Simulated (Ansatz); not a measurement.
## HfN under a change: biaxial strain +1.25 %, plane normal [111], relaxed out of plane

Take HfN in the rock salt structure (space group Fm-3m, No. 225; a = 4.526 Å; relaxed with 0.1 eV smearing) as the base. Axes: x, y, z lie along the cube axes.

One thing is altered: biaxial strain +1.25 %, plane normal [111], relaxed out of plane (Cartesian); in-plane vectors clamped, the third vector and the atoms free.

Method: Kohn–Sham DFT with the r2SCAN functional, run in Ansatz (a program for electronic structure) with PAW and 500 eV plane waves, no SOC. k-mesh 22×22×22 (Γ-centred); smearing 0.1 eV (Fermi–Dirac).

The volume per atom increases by 0.17 Å³ to 11.76 Å³ and the space group becomes R-3m (No. 166) (base: Fm-3m (No. 225)). The shortest interatomic distance increases by 0.011 Å, from 2.263 Å to 2.274 Å and the energy goes up by 5.4 meV/atom. The pressure (mean of the normal stresses, compression positive) goes from zero to -3.9 GPa and the band gap remains zero. The out-of-plane strain is -1.03 % and the ratio −ε⊥/ε∥ is 0.83. The mean in-plane stress (compression positive) comes out as -5.9 GPa.

Whether these cells are dynamically stable was not tested. The final runs are not spin-polarised. An odd electron count without spin: HfN.
